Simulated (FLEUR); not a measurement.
**Converging the k-point mesh: V (Im-3m, 1 atom in the cell)**

```
CELL_PARAMETERS angstrom
     -1.50743     1.50743     1.50743
      1.50743    -1.50743     1.50743
      1.50743     1.50743    -1.50743
ATOMIC_POSITIONS crystal
  V  0.00000 0.00000 0.00000
```

Level of theory: PBE, all-electron FLAPW (FLEUR), scalar-relativistic valence in FLEUR.

Base settings: Kmax = 4.3 1/bohr; GmaxXC = 12.9 1/bohr; xcFunctional = pbe; jspins = 1; l_soc = F; mode = hist; fermiSmearingEnergy = 0.00367493 Htr; mesh (inpgen div1-3) = 11 11 11; inpgen gamma flag = false; Gmax = 12.9 1/bohr.

Moved along: kpt_gamma.

The second cell is the first with its lattice scaled by 0.98.

Only quantities that move along the ladder and can be compared are tabulated.

Core times come from one kind of shared machine, to one figure; runs under 30 s give none.

The starting cell has typed, rounded lattice constants, without a prior relaxation at this level. Its lattice was rescaled by up to half a per cent. Spin polarisation is off. Values depend on the basis (sphere radii, cutoffs, local orbitals), which need not be converged.

```tsv
kpt_div	free energy less the last step's (meV/atom)	energy of the compressed cell less the first (meV/atom)	core time / last (rough)
3 3 3	-120.25	15.21	–
4 4 4	-94.12	15.37	–
5 5 5	33.51	27.28	–
6 6 6	41.16	25.80	–
7 7 7	-3.92	21.44	–
8 8 8	-10.20	13.79	–
9 9 9	1.29	17.84	–
10 10 10	0.33	21.98	–
11 11 11	0.85	19.60	–
12 12 12	2.67	18.75	–
13 13 13	-0.16	19.28	–
15 15 15	-0.21	18.70	–
16 16 16	0.77	19.55	–
20 20 20	-0.17	19.10	–
22 22 22	0.14	19.10	0.1
24 24 24	-0.06	18.99	0.1
27 27 27	0.01	19.07	0.2
30 30 30	-0.01	19.04	0.2
33 33 33	0.00	19.06	0.3
37 37 37	0.00	19.05	0.5
41 41 41	0.00	19.05	0.6
45 45 45	0.00	19.05	0.8
50 50 50	0.00	19.05	1
```

Coarsest kpt_div that holds the free energy within 2 meV/atom of the last step, with all finer ones: 13 13 13; the step before is off by 2.7 meV/atom.

Coarsest kpt_div that holds the energy of the compressed cell less the first within 0.2 meV/atom of the last step, with all finer ones: 20 20 20; the step before is off by 0.51 meV/atom.

The energy difference between the two cells stays within 1 meV/atom of the last step's from 11 11 11 on, the total only from 13 13 13 on: much of the error is common to both cells and cancels.

Two neighbours can agree and both be off: 3 3 3 and 4 4 4 differ by 0.16 meV/atom in the energy of the compressed cell less the first, yet lie about 3.7 meV/atom from the last step.
